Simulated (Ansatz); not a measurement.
Consider HfO2 (space group P4_2/nmc, No. 137; a = 3.5675 Å, c = 5.1667 Å).

Levels (all Ansatz, a first-principles code, PAW, earlier PAW set): PBEsol (420 eV, no spin-orbit coupling); HSE06 (420 eV, no spin-orbit coupling).

Its gap is 4.57 eV with PBEsol and 6.34 eV with HSE06.

It is then changed as follows: the cell is scaled by 1.0240 in all directions, atoms relaxed at fixed cell.

With PBEsol the gap becomes 4.43 eV.

Task: If the HSE06 correction stayed the same, what would the HSE06 gap be, and what does the HSE06 run give?

Result: A rigid correction of +1.77 eV gives 6.20 eV. The HSE06 run gives 6.21 eV, so the two effects roughly add.

Single points use the geometry relaxed with PBEsol. HSE06 gaps are upper bounds (no full band path). Spin-orbit coupling, missing from the scalar runs, can matter with Hf. The cells carry an imposed strain or load. Stability against distortions was not tested. This is not the structure that HfO2 has at room temperature and ambient pressure.
